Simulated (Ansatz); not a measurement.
# TiAl: pressure series

Take TiAl (space group P4/mmm, No. 123) as the base.

```
CELL_PARAMETERS angstrom
      2.82408     0.00000     0.00000
      0.00000     2.82408     0.00000
      0.00000     0.00000     4.07063
ATOMIC_POSITIONS crystal
  Al 0.50000 0.50000 0.50000
  Ti 0.00000 0.00000 0.00000
```

Cell and atoms are relaxed at each pressure.

Levels (all Ansatz, an electronic-structure program, PAW, earlier PAW set): PBE (420 eV, spin-orbit coupling left out); r2SCAN (500 eV, without spin-orbit coupling).

The base cell above is that of PBE; each level relaxes its own structures.

```csv
case,"lattice parameter a, PBE","lattice parameter a, r2SCAN"
pressure −2 GPa,2.841 Å,2.829 Å
pressure −1 GPa,2.832 Å,[?]
pressure 0.9 GPa,2.817 Å,[?]
pressure 2.1 GPa,2.808 Å,[?]
pressure 4.5 GPa,2.790 Å,2.781 Å
pressure 9 GPa,2.760 Å,[?]
pressure 15 GPa,2.726 Å,2.719 Å
pressure 22.5 GPa,2.688 Å,2.683 Å
pressure 30 GPa,2.657 Å,2.651 Å
```

Q: Some entries are withheld; estimate them.

A: 
- pressure −1 GPa, lattice parameter a, r2SCAN: 2.821 Å
- pressure 0.9 GPa, lattice parameter a, r2SCAN: 2.806 Å
- pressure 2.1 GPa, lattice parameter a, r2SCAN: 2.797 Å
- pressure 9 GPa, lattice parameter a, r2SCAN: 2.753 Å

PBE lies above r2SCAN in every row, by 0.006 Å to 0.012 Å. They put the cases in the same order.

Load acts through the strain it causes; cell and atoms are relaxed under it. No phonon test of stability was made. No other phases were tried under pressure. The final runs are not spin-polarised.
